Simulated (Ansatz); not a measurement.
The starting structures come from a database of crystals and need not be the phases stable at ambient conditions.

 Where the default PAW files enter, the runs use the earlier of Ansatz's two default sets.

Inside the gap of an insulator the Bloch states are evanescent, with a wavenumber k + iκ along the transport direction.

Consider the following.

```yaml
crystal:
  lattice:
    - [5.21907, 0.00000, 0.00000]
    - [-2.60954, 5.80233, -0.02404]
    - [2.60954, 1.19168, 4.35993]
  atoms:
    - { symbol: Ag, position: [0.98465, 0.97697, 0.00768] }
    - { symbol: Ag, position: [0.98465, 0.47697, 0.50768] }
    - { symbol: N, position: [0.44800, 0.67200, 0.77600] }
    - { symbol: N, position: [0.44800, 0.17200, 0.27600] }
    - { symbol: O, position: [0.49165, 0.17054, 0.49374] }
    - { symbol: O, position: [0.66428, 0.17054, 0.01460] }
    - { symbol: O, position: [0.18514, 0.17054, 0.32111] }
    - { symbol: O, position: [0.66428, 0.67054, 0.82111] }
    - { symbol: O, position: [0.18514, 0.67054, 0.99374] }
    - { symbol: O, position: [0.49165, 0.67054, 0.51460] }
```

Space group of this cell: R3c. The cell was relaxed by PBE-D3(BJ); by r2SCAN its mean pressure is -3.1 GPa.

Transport runs along the normal of the first two printed cell vectors, the (101) plane of the conventional cell.

The gap is the functional's own. No spin-orbit coupling. Mid-gap values are interpolated on the energy grid.

Task: Compute, with r2SCAN (Ansatz, a quantum-chemistry and plane-wave program), the band gap and the smallest decay constant κ at mid-gap.

Result: Gap 2.21 eV on a 8×8×8 mesh; κ = 0.430 1/Å, at the zone centre.
